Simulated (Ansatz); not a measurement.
## Ir, response to strain

Start from Ir in the fcc (Cu type) structure (space group Fm-3m, No. 225; a = 3.844 Å). Axes: x, y, z lie along the cube axes.

Strains are applied to the cell and any free atomic positions relax; under biaxial strain the out-of-plane vector relaxes too; under stress the whole cell relaxes.

Level of theory: Ansatz (a quantum-chemistry and plane-wave program), r2SCAN, PAW, cutoff 500 eV, no SOC.

Notes on the quantities. energy relative to the base: free energy F; pressure: mean of the normal stresses, compression positive.

| variant | energy relative to the base | shortest interatomic distance | pressure |
|---|---|---|---|
| base | 0 meV/atom | 2.718 Å | 0.0 GPa |
| biaxial strain −1.12 %, plane normal [001], relaxed out of plane | +8.0 meV/atom | 2.688 Å | 5.5 GPa |
| biaxial strain −0.71 %, plane normal [001], relaxed out of plane | +3.2 meV/atom | 2.699 Å | 3.4 GPa |
| biaxial strain −0.29 %, plane normal [110], relaxed out of plane | … | … | 1.6 GPa |
| biaxial strain +2.33 %, plane normal [110], relaxed out of plane | +36 meV/atom | 2.686 Å | -11.2 GPa |
| isotropic strain −2.84 % | +136 meV/atom | 2.641 Å | 40.5 GPa |
| uniaxial strain ε_xx = −5.87 % | +110 meV/atom | 2.640 Å | 27.4 GPa |
| uniaxial strain ε_zz = +0.15 % | +0.1 meV/atom | 2.718 Å | … |
| uniaxial stress, 1 GPa compression along x | +0.1 meV/atom | 2.716 Å | – |
| tensor shear ε_xy = +0.87 % | +3.6 meV/atom | 2.695 Å | 0.1 GPa |

### Question
Complete the table.

### Answer

- biaxial strain −0.29 %, plane normal [110], relaxed out of plane, energy relative to the base: +0.6 meV/atom
- biaxial strain −0.29 %, plane normal [110], relaxed out of plane, shortest interatomic distance: 2.711 Å
- uniaxial strain ε_zz = +0.15 %, pressure: -0.6 GPa

A biaxial case was relaxed in a doubled cell and then solved in the primitive one. Without a gap, meshes like the base's 21×21×21 leave anisotropic stresses uncertain by several tenths of a GPa, and small strain energies with them. Beyond what the load breaks, stability against distortions was not tested. The final runs are not spin-polarised.
